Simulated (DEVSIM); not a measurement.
Device: illuminated Si p-on-n cell, one wavelength, with a back-surface field, at 300 K.

| layer (left to right) | material | thickness (μm) | Nd (cm⁻³) | Na (cm⁻³) | τn (s) | τp (s) | absorption coefficient (cm⁻¹) |
|---|---|---|---|---|---|---|---|
| 1 | Si | 0.180 | - | 3.4e18 | 0.00016 | 0.0001 | 120 |
| 2 | Si | 86.0 | 4.7e15 | - | 0.00068 | 0.00068 | 120 |
| 3 | Si | 0.120 | 3.8e18 | - | 0.00068 | 0.00068 | 120 |

Left contact: ohmic, minority electron recombination velocity 2000 cm/s. Right contact: ohmic, minority hole recombination velocity 700 cm/s. Voltage is applied to the left contact. Recombination: SRH at mid-gap, radiative, Auger. Light enters at the left, 3.6e16 photons cm⁻² s⁻¹, one pass, no reflection. Mobility is μmin + (μ − μmin)/(1 + (N/Nref)^α).

The device is made up for the run: typed textbook-type constants, with dimensions and the other settings drawn at random. Values at 300 K.

```
parameter           Si
-------------  -------
gap (eV)         1.124
affinity (eV)     4.05
permittivity      11.7
Nc (cm⁻³)      2.86e19
Nv (cm⁻³)       3.1e19
μn (cm²/Vs)       1417
μp (cm²/Vs)        470
μn,min              52
μp,min              45
Nref,n          9.7e16
Nref,p          2.2e17
αn                0.68
αp                0.72
B (cm³/s)      4.7e-15
Cn (cm⁶/s)     2.8e-31
Cp (cm⁶/s)     9.9e-32
```

DEVSIM, 1D drift-diffusion, Boltzmann statistics, complete ionisation; no tunnelling, impact ionisation, image-force lowering or self-heating.

The doping Nd of layer 2 was swept, all else fixed.

```json
[
 {"doping Nd of layer 2 (cm^-3)": "1.4e14", "dark forward voltage at 100 A/cm² (V)": "0.922", "largest power (mW/cm²)": "1.80", "open-circuit voltage (V)": "0.643", "share of generated pairs collected at short circuit": "0.998"},
 {"doping Nd of layer 2 (cm^-3)": "4.7e14", "dark forward voltage at 100 A/cm² (V)": "0.922", "largest power (mW/cm²)": "1.83", "open-circuit voltage (V)": "0.643", "share of generated pairs collected at short circuit": "0.998"},
 {"doping Nd of layer 2 (cm^-3)": "1.4e15", "dark forward voltage at 100 A/cm² (V)": "0.922", "largest power (mW/cm²)": "1.90", "open-circuit voltage (V)": "0.644", "share of generated pairs collected at short circuit": "0.997"},
 {"doping Nd of layer 2 (cm^-3)": "4.7e15", "dark forward voltage at 100 A/cm² (V)": "0.923", "largest power (mW/cm²)": "1.99", "open-circuit voltage (V)": "0.649", "share of generated pairs collected at short circuit": "0.997"},
 {"doping Nd of layer 2 (cm^-3)": "1.4e16", "dark forward voltage at 100 A/cm² (V)": "0.923", "largest power (mW/cm²)": "2.05", "open-circuit voltage (V)": "0.660", "share of generated pairs collected at short circuit": "0.996"},
 {"doping Nd of layer 2 (cm^-3)": "4.7e16", "dark forward voltage at 100 A/cm² (V)": "0.925", "largest power (mW/cm²)": "2.07", "open-circuit voltage (V)": "0.668", "share of generated pairs collected at short circuit": "0.991"},
 {"doping Nd of layer 2 (cm^-3)": "1.4e17", "dark forward voltage at 100 A/cm² (V)": "0.928", "largest power (mW/cm²)": "2.01", "open-circuit voltage (V)": "0.667", "share of generated pairs collected at short circuit": "0.967"}
]
```

From the first row to the last the dark forward voltage at 100 A/cm² goes from 0.922 to 0.928. From the first row to the last the largest power goes from 1.80 to 2.01.
